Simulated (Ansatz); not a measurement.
For TiSi2 (Fddd), PBEsol, DFPT electron-phonon coupling, linearised Boltzmann equation in Ansatz (a program for electronic structure) gives a transport coupling λ_tr = 0.269 and a Drude plasma energy ħω_p = 4.91 eV along z (a = (0.00, 4.08, 4.25) Å; b = (2.38, 0.00, 4.25) Å; c = (2.38, 4.08, 0.00) Å).

Q: Estimate the resistivity at 300 K from the high-temperature formula ρ = 2π λ_tr k_B T / (ħ ε₀ ω_p²), and say how the full Boltzmann solution compares.

A: The scattering rate is 1/τ = 2π λ_tr k_B T/ħ = 6.64e13 s⁻¹ and ω_p = 7.46e15 s⁻¹, so ρ ≈ 13.5 μΩ·cm. The Boltzmann solution gives 11.5 μΩ·cm, 0.85 times the estimate; it lies lower because k_BT is not large against the phonon energies and the solution lets the distribution adjust.

A metal at this level (no band gap). Only scattering by harmonic phonons is included (no impurities, grain boundaries, electron-electron scattering or thermal expansion). Spin-orbit coupling is left out. Halving the electron mesh (24x24x24) moves the resistivity by up to 6 % at 300 K, the coupling by up to 2 %. Smearing 0.20 eV; phonons on a 4x4x4 q mesh, which this run doesn't test.
